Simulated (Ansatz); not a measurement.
InAs: strain along the normal

InAs (zinc blende, F-43m, 27.353 Å³/atom at rest) under an equal strain ε in the (001) plane with the normal axis free, as in a coherent film. LDA in Ansatz, a plane-wave DFT program (PAW, default set), 420 eV, 10×10×10 Γ-centred mesh, Fermi-Dirac smearing 0.05 eV; ions are relaxed within the symmetry of each cell.

Here s stands for strain and y for normal strain.

| strain (%) | normal strain (%) |
|---|---|
| -3.00 | ? |
| -1.50 | 1.69 |
| -1.00 | 1.13 |
| -0.50 | 0.57 |
| 0.00 | 0.00 |
| 0.50 | -0.57 |
| 1.00 | -1.15 |
| 1.50 | -1.73 |

Q: Using a straight line, estimate the missing y at s = -3.00 from the other rows, showing the fit.

A: Means: s 0, y -0.009. About the means, the sum of products is -7.9800 and the sum of squares of s is 7.0000; the slope is their ratio. Least squares gives y = -0.009 - 1.1400·s. Residuals (row less fit): -0.011, -0.001, 0.009, 0.009, 0.009, -0.001, -0.011; standard error 0.010 (degrees of freedom: 5). The slope, -1.14 ± 0.00, is the elastic response of the normal axis, −2C12/C11 for this plane. At the withheld row, y = -0.009 - 1.1400 × (-3.0) = 3.411%. The calculation gives 3.34%, 0.071% below the prediction (1.4 % of the range of y in the table). The row lies outside the fitted rows, so this is an extrapolation. From the scatter of the fitted rows alone, a prediction at this place has a standard error of 0.015%, so the miss is 4.7 times that.

One order more, fitted to all 13 runs of the series, follows each within 0.01, so the miss is the next term of a smooth law. This level leaves no gap over 0.05 eV at strain -3.00, -1.50, -1.00, -0.50, 0.00, 0.50, where the mesh may be coarse. Rows are the converged runs of the series near zero and its far end; series whose fitted rows scatter by over a few per cent of the range, as at a crossing or softening among them, aren't shown in this form. Most that stay on the fit to the last digits aren't either.
